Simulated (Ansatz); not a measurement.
Response to strain in GaAs

Start from GaAs in the zinc blende structure (space group F-43m, No. 216).

```yaml
crystal:
  lattice:
    - [0.00000, 2.83335, 2.83335]
    - [2.83335, 0.00000, 2.83335]
    - [2.83335, 2.83335, 0.00000]
  atoms:
    - { symbol: Ga, position: [0.00000, 0.00000, 0.00000] }
    - { symbol: As, position: [0.25000, 0.25000, 0.25000] }
```

Cartesian axes are those of the cell as printed.

Strains are applied to the cell and any free atomic positions relax; under biaxial strain the out-of-plane vector relaxes too.

Level of theory: r2SCAN, PAW, 500 eV (Ansatz, an electronic-structure program; no spin-orbit coupling).

Candidates:
(a) biaxial strain +0.50 %, plane normal [001], relaxed out of plane
(b) biaxial strain +3.00 %, plane normal [001], relaxed out of plane
(c) biaxial strain +2.00 %, plane normal [001], relaxed out of plane

For the base:

* **Band gap**: 0.96 eV

### Question
Order them by band gap, lowest first.

### Answer
(b) biaxial strain +3.00 %, plane normal [001], relaxed out of plane (0.48 eV), (c) biaxial strain +2.00 %, plane normal [001], relaxed out of plane (0.64 eV), (a) biaxial strain +0.50 %, plane normal [001], relaxed out of plane (0.88 eV)

Whether these cells are dynamically stable was not tested.
